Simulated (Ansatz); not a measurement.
O on the 1x1 (111) surface of fcc Cu, one in a 1x1 cell, energies for each (5.7 Å²). Energies are against ½ O2(g), without zero-point or thermal terms; each row is named by its start.

The numbers are results of PBE (plane waves to 420 eV, PAW; Ansatz, a quantum-chemistry and plane-wave program), not measurements.

Slab: 5 atoms, 6.2 Å thick at the start under the adsorbate (thin: gaps and levels are the slab's own); k 12x12x1, smearing 0.1 eV, dipole-corrected; 2 atoms held, the rest relaxed; each run with such symmetry as its start has; spin-polarised, no spin-orbit, no U, no dispersion correction.

A negative adsorption energy means that the adsorbate is more stable on the surface than in its reference. Starts that drift may end in the same place. Heights count from the host atoms within 0.3 Å of the top one.

```tsv
starting site	E_ads (eV)	height (Å)	nearest host atom (Å)	bonded to	Δ work function (eV)	lateral drift (Å)	moment (μB)
top Cu	1.01	1.80	Cu 1.80	Cu	3.80	0.0	1.5
hollow Cu-Cu-Cu over Cu at depth 2.1 Å	0.25	1.20	Cu 1.91	3 Cu	3.27	0.0	1.2
hollow Cu-Cu-Cu over Cu at depth 4.1 Å	0.21	1.19	Cu 1.90	3 Cu	3.25	0.0	1.2
bridge Cu-Cu (span 2.6 Å)	0.21	1.19	Cu 1.90	3 Cu	3.25	0.7	1.2
```
